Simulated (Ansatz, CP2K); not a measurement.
A CP2K input for a self-consistent single point of Li₂O (Fm-3m, 3 atoms in the cell) (DFT PBEsol, GPW, DZVP-MOLOPT-SR-GTH basis, GTH-PBE potentials (GTH_POTENTIALS)):

```
&GLOBAL
  PROJECT li2o
  RUN_TYPE ENERGY_FORCE
  PRINT_LEVEL LOW
&END GLOBAL
&FORCE_EVAL
  METHOD Quickstep
  STRESS_TENSOR ANALYTICAL
  &DFT
    BASIS_SET_FILE_NAME BASIS_MOLOPT
    POTENTIAL_FILE_NAME GTH_POTENTIALS
    &QS
      METHOD GPW
      EPS_DEFAULT 1E-10
    &END QS
    &MGRID
      CUTOFF 450
      REL_CUTOFF 50
      NGRIDS 5
    &END MGRID
    &SCF
      SCF_GUESS ATOMIC
      EPS_SCF 1E-6
      MAX_SCF 100
      ADDED_MOS 4
      &DIAGONALIZATION
        ALGORITHM STANDARD
      &END DIAGONALIZATION
      &MIXING
        METHOD BROYDEN_MIXING
        ALPHA 0.4
        NBUFFER 12
      &END MIXING
      &SMEAR ON
        METHOD FERMI_DIRAC
        ELECTRONIC_TEMPERATURE [K] 232.09
      &END SMEAR
    &END SCF
    &KPOINTS
      SCHEME MONKHORST-PACK 6 6 6
      GAMMA_CENTERED T
    &END KPOINTS
    &XC
      &XC_FUNCTIONAL
        &PBE
          PARAMETRIZATION PBESOL
        &END PBE
      &END XC_FUNCTIONAL
    &END XC
    &PRINT
      &MO
        EIGENVALUES T
        OCCUPATION_NUMBERS T
        NDIGITS 8
        FILENAME mo
        &EACH
          QS_SCF 0
        &END EACH
        ADD_LAST NUMERIC
      &END MO
      &MULLIKEN OFF
      &END MULLIKEN
    &END PRINT
  &END DFT
  &SUBSYS
    &CELL
      A 3.22551400 0.00000000 0.00000000
      B 1.61275700 2.79337700 0.00000000
      C 1.61275700 0.93112600 2.63362100
      PERIODIC XYZ
    &END CELL
    &COORD
      SCALED
      Li       0.75000000     0.75000000     0.75000000
      Li       0.25000000     0.25000000     0.25000000
      O        0.00000000     0.00000000     0.00000000
    &END COORD
    &KIND Li
      BASIS_SET DZVP-MOLOPT-SR-GTH-q3
      POTENTIAL GTH-PBE-q3
    &END KIND
    &KIND O
      BASIS_SET DZVP-MOLOPT-SR-GTH-q6
      POTENTIAL GTH-PBE-q6
    &END KIND
  &END SUBSYS
  &PRINT
    &FORCES ON
    &END FORCES
    &STRESS_TENSOR ON
    &END STRESS_TENSOR
  &END PRINT
&END FORCE_EVAL
```

**Question.** Translate this input to Ansatz (a program for electronic structure).

**Answer.** This is the input that was run; spellings and numerical settings could be chosen otherwise.

Ansatz 0.2 input:
```yaml
# Li2O
crystal:
  lattice:
    - [0.00000000, 2.28078300, 2.28078300]
    - [2.28078300, 0.00000000, 2.28078300]
    - [2.28078300, 2.28078300, 0.00000000]
  atoms:
    - { symbol: Li, position: [0.75000000, 0.75000000, 0.75000000] }
    - { symbol: Li, position: [0.25000000, 0.25000000, 0.25000000] }
    - { symbol: O, position: [0.00000000, 0.00000000, 0.00000000] }
kpoints:
  mp_grid: { grid: [6, 6, 6] }
hamiltonian:
  xc: pbesol
  pseudopotentials: { kind: paw }
scf:
  occupations: { method: fermi_dirac, width: 0.02 }
output:
  forces: true
  eigenvalues: true
  stress: true
```

Basis, cutoffs, solver keys and any potentials are the target program's own. This input uses DFT, PBEsol, plane waves, default PAW files made with PBE. Both were run: pressure 1.85 GPa in CP2K and 0.46 in Ansatz; gap on the mesh 5.134 eV in CP2K and 4.901 in Ansatz. Ansatz's pressure is the one without its finite-basis correction.

On CP2K: the starting cell comes from a database of computed structures (which also holds hypothetical and non-ambient phases and stackings), without a prior relaxation at this level. Its lattice was rescaled by a random factor within 2.5 % of one. Values carry the incompleteness of an atom-centred basis. The potentials were made for another functional than the one used.

On Ansatz: the starting cell comes from a database of computed structures (which also holds hypothetical and non-ambient phases and stackings), without a prior relaxation at this level. Its lattice was rescaled by a random factor within 2.5 % of one.
